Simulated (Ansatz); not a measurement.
```cif
data_N8Si6
_chemical_formula_sum 'Si6 N8'
_space_group_name_H-M_alt 'P63/m'
_space_group_IT_number 176
_space_group_name_Hall '-P 6c'
_cell_length_a 7.62471
_cell_length_b 7.62471
_cell_length_c 2.91042
_cell_angle_alpha 90.000
_cell_angle_beta 90.000
_cell_angle_gamma 120.000
loop_
_atom_site_label
_atom_site_type_symbol
_atom_site_symmetry_multiplicity
_atom_site_Wyckoff_symbol
_atom_site_fract_x
_atom_site_fract_y
_atom_site_fract_z
_atom_site_occupancy
Si1 Si 6 h 0.23241 0.40637 0.25000 1
N1 N 6 h 0.33001 0.02964 0.25000 1
N2 N 2 c 0.33333 0.66667 0.25000 1
```

Dynamical quadrupoles are not included in the interpolation of the phonons between the solved wave vectors.

Question: What linear thermal expansion coefficients do quasi-harmonic approximation on PBEsol in Ansatz (a quantum-chemistry and plane-wave program) give at 950 K, and what isobaric heat capacity per mole of formula units and Grüneisen parameter?

Answer: α in the basal plane = 3.3 × 10⁻⁶ K⁻¹; α along c = 3.9 × 10⁻⁶ K⁻¹; C_P = 162.3 J/(mol K); γ = 0.66. No phase change or melting is allowed for: the numbers belong to this structure as given.

The PAW data sets were generated under PBE and serve the other functionals too.
